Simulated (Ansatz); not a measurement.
BeSe (F-43m): ε∞ = 6.114, static ε₀ = 7.613, effective LO energy 72.2 meV, electron mass 0.341 mₑ (band masses from HSE06, rigid bands (Ansatz, a quantum-chemistry and plane-wave program), cell and atoms relaxed with PBEsol; dielectric constants and zone-centre modes from Ansatz with LDA on its own relaxed cell).

Work out the Fröhlich coupling α = (1/ε∞ − 1/ε₀) √(m Ry/ħω_LO) and what it means for transport at 300 K.

1/ε∞ − 1/ε₀ = 0.0322 and √(m × 13.606 eV/ħω) = 8.02, so α = 0.258; in weak coupling the polaron mass is about m(1 + α/6). By the iterated Boltzmann equation for weak coupling, the polar-phonon-limited mobility is 1420 cm²/(V·s) at 300 K (6700 at 200 K, 620 at 400 K).

Model: isotropic Fröhlich coupling of one parabolic band to one effective longitudinal optical (LO) phonon, from the dielectric constants and phonon modes at the zone centre, chosen so that α equals the sum over the polar modes. Acoustic, nonpolar, intervalley and impurity scattering are left out, and they lower the mobility further; with several valleys or bands the averaged mass is a rough stand-in. Semilocal functionals tend to overestimate ε∞, which makes α low and the mobility high.
